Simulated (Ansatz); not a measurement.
# Variants of one calculation on HfMo (R-3m, 2 atoms in the cell)

```cif
data_Hf3Mo3
_chemical_formula_sum 'Mo3 Hf3'
_space_group_name_H-M_alt 'R-3m :H'
_space_group_IT_number 166
_space_group_name_Hall '-R 3 2"'
_cell_length_a 3.08472
_cell_length_b 3.08472
_cell_length_c 14.78379
_cell_angle_alpha 90.000
_cell_angle_beta 90.000
_cell_angle_gamma 120.000
loop_
_atom_site_label
_atom_site_type_symbol
_atom_site_symmetry_multiplicity
_atom_site_Wyckoff_symbol
_atom_site_fract_x
_atom_site_fract_y
_atom_site_fract_z
_atom_site_occupancy
Mo1 Mo 3 a 0.00000 0.00000 0.00000 1
Hf1 Hf 3 b 0.00000 0.00000 0.50000 1
```
(The calculation used a cell of 2 atoms; values per cell refer to that cell.)

Base run A: PBE (Ansatz, a first-principles code), self-consistent single point.

Its settings: kpoints.mp_grid.grid = 16 16 16; hamiltonian.xc = pbe; hamiltonian.pseudopotentials = {kind: paw} (the program's default PAW files); scf.occupations.method = cold; scf.occupations.width = 0.0073 Ry.

The starting cell was generated: these elements placed on a structure prototype, without a prior relaxation; it need not be a known phase or ordering of this composition. Spin polarisation is off. In the base run, with a pressure of about -10 GPa the cell is away from its equilibrium volume at this level. Ansatz's pressure includes its estimate of the finite-basis (Pulay) stress.

ΔF is the free energy per atom less that of run A. 

Run A gave: pressure (GPa) -9.98; k-points 417.

Runs:
- B: scf.occupations.method: cold → methfessel_paxton; scf.occupations.width: 0.0073 Ry → 0.0147 Ry
- C: kpoints.mp_grid.shift: default → 0.5 0.5 0.5
- D: scf.occupations.width: 0.0073 Ry → 0.0147 Ry
- E: kpoints.mp_grid.grid: 16 16 16 → 12 12 12; scf.occupations.width: 0.0073 Ry → 0.0022 Ry
- F: kpoints.mp_grid.grid: 16 16 16 → 20 20 20
- G: basis.precision: default → f64
- H: scf.mixing.preconditioner: default (the program chose Kerker) → resta; scf.mixing.eps_inf: default → 3
- I: scf.mixing.algorithm: default (the program chose MSR1) → broyden

What does run E change against A?

The free energy goes up by 3.0 meV/atom and the pressure stays near -9.96 GPa while the zz stress (positive for compression) goes from -14.02 to -13.67 GPa.

```csv
run,ΔF (meV/atom),pressure (GPa),k-points
A,0.00,-9.98,417
B,0.42,-9.94,417
C,0.06,-9.97,408
D,0.02,-9.94,417
E,3.0,-9.96,189
F,-0.26,-9.95,781
G,0.00,-9.98,417
H,0.00,-9.98,417
I,0.00,-9.98,417
```

Keys are those of Ansatz 0.2.
